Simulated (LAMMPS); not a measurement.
LAMMPS 22 Jul 2025, classical MD, Buckingham with full ionic charges: MgO, 10648 atoms.

```
Quantity                                                                                        Result
-----------------------------------------------  -----------------------------------------------------
task                                                                                           MD, nve
potential                                                           Buckingham with full ionic charges
copies of the repeat unit                                                                     11×11×11
shape (slab and sphere leave vacuum in the box)                                                   bulk
steps                                                                                              200
timestep                                                                                          1 fs
neighbor skin                                                                                      2 Å
neigh_modify                                                                 every 1 delay 0 check yes
thermo                                                                                              50
kspace_style                                                                                      pppm
pair cutoff                                                                                       12 Å
newton                                                                                    on (default)
atom_modify sort (bins of 2 Å where set)                                                1000 (default)
comm_style                                                                             brick (default)
box                                                                               46.3 × 46.3 × 46.3 Å
start                                            generated rock salt lattice, warmed in an untimed run
```

All runs start from one configuration, warmed at this fixed volume for 1000 steps under a thermostat at 1200 K. The reference run has a mean temperature of 1190 K and a mean pressure of 5.0 GPa.

Differences are taken against the run with kspace_accuracy = 1e-08, kspace_modify order 7; no run here is proven converged. Single runs; times are not shown.

Measured:

```csv
setting,k-space grid,energy against the reference,difference in forces on 48 atoms (largest component)
the reference,108×108×108,—,—
"kspace_accuracy = 1e-06, kspace_modify order 5 diff ik (default)",90×90×90,+0.0028 meV/atom,0.017 meV/Å
"kspace_accuracy = 1e-05, kspace_modify order 5 diff ik (default)",54×54×54,+0.021 meV/atom,0.13 meV/Å
"kspace_accuracy = 0.0001, kspace_modify order 5 diff ik (default)",32×32×32,+0.18 meV/atom,1.2 meV/Å
"kspace_accuracy = 0.01, kspace_modify order 5 diff ik (default)",12×12×12,+2.4 meV/atom,73 meV/Å
"kspace_accuracy = 0.1, kspace_modify order 5 diff ik (default)",6×6×6,−100 meV/atom,620 meV/Å
```

Task: Predict the row for kspace_accuracy = 0.001, kspace_modify order 5 diff ik (default).

Result: k-space grid: 20×20×20; energy against the reference: +0.99 meV/atom; difference in forces on 48 atoms (largest component): 8.9 meV/Å. Total energies are compared; such shifts often cancel in part in energy differences. Energies and forces are those of the first step; by LAMMPS's own estimate the reference reaches a relative force accuracy of 7e-07.
